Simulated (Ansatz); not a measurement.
The starting structures come from a database of crystals and need not be the phases stable at ambient conditions.

 Where the default PAW files enter, the runs use the earlier of Ansatz's two default sets.

Data:

```xyz
8
Lattice="5.7982 0.0000 0.0000 2.8991 5.0214 0.0000 2.8991 1.6738 4.8831" Properties=species:S:1:pos:R:3 pbc="T T T"
Ca     0.0000     0.0000     0.0000
Sn     5.7982     3.3476     2.4415
F      6.2137     4.9053     3.5822
F      5.3827     1.7899     1.3008
F      6.9395     2.2089     3.5822
F      4.6570     4.4863     1.3008
F      4.2415     2.9286     3.5822
F      7.3550     3.7666     1.3008
```

Space group of this cell: R-3. The cell is taken as given; by r2SCAN its mean pressure is -0.6 GPa.

Transport runs along the normal of the first two printed cell vectors, the (001) plane of the conventional cell.

No gap correction and no spin-orbit coupling; mid-gap values are interpolated between computed energies.

Problem. State the band gap and the smallest decay constant κ at mid-gap according to r2SCAN run with Ansatz (an electronic-structure program).

Solution. Gap 6.63 eV on a 6×6×6 mesh; κ = 0.585 1/Å, at the zone centre.
